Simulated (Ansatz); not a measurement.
Consider Sr in the hcp (Mg type) structure (space group P6_3/mmc, No. 194; a = 4.190 Å, c = 6.886 Å). Axes: x lies along a and z along c of the hexagonal cell.

The values are results of plane-wave PAW DFT at the PBEsol level (Ansatz, a quantum-chemistry and plane-wave program, 420 eV), no SOC, not measurements.

Base values:

The shortest interatomic distance comes out as 4.190 Å and the band gap comes out as zero.

Now apply this change: a free-standing slab of 2 layers (2 atoms, 1 a layer) is cut normal to the z axis, with 15 Å of vacuum and the in-plane cell held at bulk.

What happens to the shortest interatomic distance, excess energy per area of both faces and band gap?

The shortest interatomic distance drops by 0.1414 Å, from 4.190 Å to 4.048 Å; the excess energy per area of both faces (slab less bulk energy over the cell's area: twice a surface energy) amounts to 0.75 J/m²; the band gap stays zero.

Slab and bulk use different k-meshes, which limits the precision of the excess energy. Whether these cells are dynamically stable was not tested. This is not the structure that Sr has at room temperature and ambient pressure.
